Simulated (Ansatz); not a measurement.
Base system: BaF2 in the fluorite structure (space group Fm-3m, No. 225; a = 6.1374 Å). Axes: x, y, z lie along the cube axes.

Method: PBEsol (Ansatz, a program for electronic structure; PAW; 420 eV plane waves; no SOC).

For the base:

| Quantity | Value |
|---|---|
| Band gap | 6.83 eV |
| Electron mass | 0.48 mₑ (at Γ) |

Perturbation: uniaxial stress, 3 GPa compression along x; all other stress components relax to zero.

Q: How does this affect the band gap, electron mass, secant Young's modulus along x and energy relative to the base?

A: The band gap falls by 0.05 eV, from 6.83 eV to 6.78 eV; the electron mass changes from 0.48 mₑ (at Γ) to 0.46 mₑ along x, 0.49 mₑ across (at Γ); the secant Young's modulus along x comes out as 67 GPa; the energy goes up by 8.2 meV/atom.

Load acts through the strain it causes; cell and atoms are relaxed under it. Masses are band curvatures over ±0.01 Å⁻¹ around the edge. Beyond what the load breaks, stability against distortions was not tested.
